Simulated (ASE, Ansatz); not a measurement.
One thermal frame of composition SiNi, cell Si24Ni24, first heated far above this temperature, then brought to it, at a temperature that wasn't checked against the liquidus, so perhaps supercooled [in the CHGNet run: it was liquid; mean temperature 1135 K (target 1140 K); density 5.52 g/cm³; mean pressure -0.5 GPa against a target of 0], 1140 K, computed in Ansatz (plane waves, PAW) at several levels on the same positions and k-sampling (one point, (1/4, 1/4, 1/4)); no spin polarisation or spin-orbit coupling.

The frame comes from MD with CHGNet (ASE). The base level is PBE (cutoff 420 eV), whose static pressure on this k-sampling is 1.7 GPa. On the run's last frame a denser k-mesh moved the forces by 0.067 eV/Å rms, the static pressure by -0.15 GPa and the free energy by -11 meV/atom, which is about how far such values are converged. That check is the base level's. Differences between levels on one k-sampling err less than the absolute values. Cutoffs of the other levels: 500 eV for r2SCAN, the files' default (420 eV for most) otherwise. Volume per atom 13.06 Å³.

```
level   static pressure less the base's (GPa)  rms force change from the base (eV/Å)                          cost
------  -------------------------------------  -------------------------------------  ----------------------------
PBE                                         0                                      0                        (base)
r2SCAN                                      ?                                   0.09   very roughly 4 core-minutes
PBEsol                                      ?                                   0.06  very roughly 50 core-seconds
LDA                                         ?                                      ?  very roughly 50 core-seconds
```

Question: Fill in the missing entries.

Answer: 
- r2SCAN, static pressure less the base's (GPa): -4.6
- PBEsol, static pressure less the base's (GPa): -5.4
- LDA, static pressure less the base's (GPa): -9.4
- LDA, rms force change from the base (eV/Å): 0.14

Ansatz is a quantum-chemistry and plane-wave program.
